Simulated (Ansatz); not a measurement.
The starting structures come from a database of crystals and need not be the phases stable at ambient conditions.

Tunnelling through a barrier is set by its complex band structure: the current falls as exp(−2κd) with the smallest κ.

Consider the following.

```yaml
crystal:
  lattice:
    - [4.36114, 0.00000, 0.00000]
    - [-1.52193, 7.63901, 0.00000]
    - [0.00000, 0.00000, 7.40179]
  atoms:
    - { symbol: Ag, position: [0.72895, 0.20641, 0.50881] }
    - { symbol: Ag, position: [0.27105, 0.79359, 0.49119] }
    - { symbol: Ag, position: [0.77105, 0.29359, 0.00881] }
    - { symbol: Ag, position: [0.22895, 0.70641, 0.99119] }
    - { symbol: Ag, position: [0.70176, 0.55709, 0.69303] }
    - { symbol: Ag, position: [0.29824, 0.44291, 0.30697] }
    - { symbol: Ag, position: [0.79824, 0.94291, 0.19303] }
    - { symbol: Ag, position: [0.20176, 0.05709, 0.80697] }
    - { symbol: S, position: [0.59915, 0.85946, 0.76334] }
    - { symbol: S, position: [0.40085, 0.14054, 0.23666] }
    - { symbol: S, position: [0.90085, 0.64054, 0.26334] }
    - { symbol: S, position: [0.09915, 0.35946, 0.73666] }
```

Space group of this cell: P2_1/c. The cell is taken as given; by PBEsol its mean pressure is -5.5 GPa.

Transport runs along the normal of the first two printed cell vectors.

No gap correction and no spin-orbit coupling; mid-gap values are interpolated between computed energies.

Task: Compute, with Ansatz (a quantum-chemistry and plane-wave program) with PBEsol, the band gap and the smallest decay constant κ at mid-gap.

Result: Gap 0.88 eV on a 8×4×4 mesh; κ = 0.169 1/Å, at (0.500, 0.500) of the in-plane reciprocal vectors. At the zone centre, at the nearest computed energy, the slowest state has κ = 0.20 1/Å.
